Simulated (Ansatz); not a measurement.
Ce2C3 (I-43d, No. 220; cell taken from a computed entry), treated with LDA (Ansatz, a quantum-chemistry and plane-wave program, plane waves, PAW).

Numerical settings: plane-wave cutoff 500 eV, 8×8×8 k mesh, Fermi–Dirac smearing 0.05 eV, no spin polarisation, scalar-relativistic PAW data made under PBE.

Computed at the level's own relaxed cell.

Task: What does this level give for the volume per atom and lattice parameter a?

Result: 
- volume per atom: 14.00 Å³/atom
- lattice parameter a: 8.243 Å

The run finds no gap.

Note: the relaxation could not lower the start's symmetry, so the cell can be a saddle point above a distorted one; the 4f shell is treated without U or exact exchange, so its levels and filling can be wrong.

Spin–orbit coupling is not included.

Computed values are for the static lattice.

It cost very roughly 11 core-minutes of CPU time.
